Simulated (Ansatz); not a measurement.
The cell is built on a prototype and need not be the phase stable at ambient conditions.

By PBEsol, the system below comes out a metal.

The ballistic (Sharvin) conductance counts the channels at the Fermi level: G/A = (e²/h) × channels of both spins per area.

Input:

```xyz
3
Lattice="2.7943 0.0000 0.0000 0.0000 8.1619 0.0000 0.0000 4.0809 2.3561" Properties=species:S:1:pos:R:3 pbc="T T T"
Hf     0.0000     0.0000     0.0000
Ge     1.3972     5.4413     0.0000
Ge     1.3972     2.7206     0.0000
```

Space group of this cell: P6/mmm. The cell was relaxed by PBE-D3(BJ); by PBEsol its mean pressure is -0.9 GPa.

The current flows along the normal of the first two printed cell vectors. No spin-orbit coupling; the value is a mean over 0.1 eV about the Fermi level.

### Question
Give the ballistic conductance per area that PBEsol (Ansatz, a program for electronic structure) yields.

### Answer
0.84 × 10¹⁵ S/m² for both spins.
